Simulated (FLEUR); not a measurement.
## Equation of state of WC-type WC (space group 187): energy against volume (FLEUR, LDA)

```yaml
crystal:
  lattice:
    - [2.79682, 0.00000, 0.00000]
    - [-1.39841, 2.42212, 0.00000]
    - [0.00000, 0.00000, 2.72954]
  atoms:
    - { symbol: W, position: [0.00000, 0.00000, 0.00000] }
    - { symbol: C, position: [0.33333, 0.66667, 0.50000] }
```

Computed with FLEUR with LDA (Vosko-Wilk-Nusair), all-electron FLAPW (FLEUR), scalar-relativistic valence. Settings: Kmax = 5.13 1/bohr; GmaxXC = 15.4 1/bohr; xcFunctional = vwn; jspins = 1; l_soc = F; mode = hist; fermiSmearingEnergy = 0.00183747 Htr; mesh (inpgen div1-3) = 23 23 21; inpgen gamma flag = false; Gmax = 15.4 1/bohr; numbands = 0; maxIterBroyd = 40; imix = Anderson; alpha = 0.05; precondParam = 0; minDistance = 1e-05 me/bohr^3. The cell above is the first row's. The rows scale it uniformly. In all rows fractional positions and the k mesh are held. E is the free energy at the stated smearing, counted from the lowest row.

```
V (Å^3/atom)  E (meV/atom)
------------  ------------
9.245               123.05
9.446                71.04
9.647                34.17
9.848                10.93
10.049                0.00
10.250                0.15
10.451               10.31
10.652               29.49
10.853                   ?
```

The 8 complete rows are fitted with the third-order Birch-Murnaghan form, a cubic in V^(-2/3), E against V. With u = V^(-2/3) - 0.216, the rows have u = 0.011019, 0.007787, 0.004668, 0.001655, -0.001257, -0.004074, -0.006800, -0.009440. Least squares gives E = 3.334 + 3490.06·u + 666021·u² + 294117·u³. Residuals (row less fit): -0.002, 0.004, 0.002, -0.006, 0.001, 0.000, 0.004, -0.002; standard error 0.004 (degrees of freedom: 4). Its minimum lies at u = -0.002625, so V0 = (0.213375)^(-3/2) = 10.15. There d²E/du² = 1327000 and d³E/du³ = 1765000, so B0 = (4/9) × 10.15^(-7/3) × 1327000 × 0.160218 = 424 GPa (the last factor turns the table's units into GPa), and B0' = 4 + (2/3) × 0.213375 × (1765000)/1327000 = 4.2.

Estimate the missing E (V = 10.853); what did the run itself give?

u = -0.011998, so E = 3.334 + 3490.06 × (-0.011998) + 666021 × (-0.011998)² + 294117 × (-0.011998)³ = 56.827 meV/atom. The calculation gives 56.79 meV/atom, 0.037 meV/atom below the prediction (under 0.05 % of the range of E in the table). The row lies outside the fitted rows, so this is an extrapolation. From the scatter of the fitted rows alone, a prediction at this place has a standard error of 0.011 meV/atom, so the miss is 3.5 times that.

Carrying the step between the two nearest rows on in a straight line would have given 48.67, off by 8.12; series whose last step already gives the withheld value aren't shown. The scan was laid around a cell of about the measured size, scaled by a guess for this functional; axis ratios and inner coordinates come from that cell. The runs keep the symmetry of the cell, so they don't test it for distortions. Spin polarisation is off. Values depend on the basis (sphere radii, cutoffs, local orbitals), which need not be converged. Spin-orbit coupling is off. The shape of the cell and the inner coordinates aren't relaxed, so V0 and B0 belong to this uniform scaling; a relaxed crystal lies no higher in energy and is usually softer. Cutoffs and mesh are single choices, not tested for convergence of this quantity. Series with a scatter that would blur these digits, or in which a gap closes, are not shown. Nor are scans whose minimum lies at an end fitted in this form.

Terms beyond the fitted order, or numerical noise in single rows, can give a miss of this size; the table doesn't tell which.
